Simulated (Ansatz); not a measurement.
MgO, pressure series

The reference is MgO (space group Pm-3n, No. 223; a = 5.590 Å; a cell from a computed database, its experimental status unchecked).

Cell and atoms are relaxed at each pressure.

All numbers come from PBEsol, PAW, 420 eV (Ansatz, a first-principles code; scalar-relativistic without spin-orbit coupling).

Notes on the quantities. enthalpy: H = E + PV relative to the base's energy.

| variant | electron mass | shortest interatomic distance | width of the top valence band | enthalpy |
|---|---|---|---|---|
| base | 0.40 mₑ (at Γ) | 1.977 Å | 0.83 eV | – |
| pressure −2 GPa | 0.40 mₑ (at Γ) | 1.991 Å | 0.80 eV | -0.18 eV/atom |
| pressure −1 GPa | 0.40 mₑ (at Γ) | 1.983 Å | 0.82 eV | -0.09 eV/atom |
| pressure 0.3 GPa | 0.40 mₑ (at Γ) | 1.975 Å | 0.83 eV | +0.03 eV/atom |
| pressure 0.7 GPa | 0.40 mₑ (at Γ) | 1.972 Å | 0.84 eV | +0.06 eV/atom |
| pressure 1.5 GPa | 0.40 mₑ (at Γ) | 1.967 Å | 0.85 eV | +0.14 eV/atom |
| pressure 3 GPa | 0.40 mₑ (at Γ) | 1.957 Å | 0.87 eV | +0.27 eV/atom |
| pressure 5 GPa | 0.41 mₑ (at Γ) | … | … | +0.44 eV/atom |
| pressure 7.5 GPa | 0.41 mₑ (at Γ) | 1.932 Å | 0.92 eV | +0.66 eV/atom |

Problem. Some entries are withheld; estimate them.

Solution. 
- pressure 5 GPa, shortest interatomic distance: 1.946 Å
- pressure 5 GPa, width of the top valence band: 0.89 eV

The levels and masses belong to the bands next to the band gap. Load acts through the strain it causes; cell and atoms are relaxed under it. Effective masses come from finite differences of ±0.01 Å⁻¹. No phonon test of stability was made. No other phases were tried under pressure. This is not the structure that MgO has at room temperature and ambient pressure.
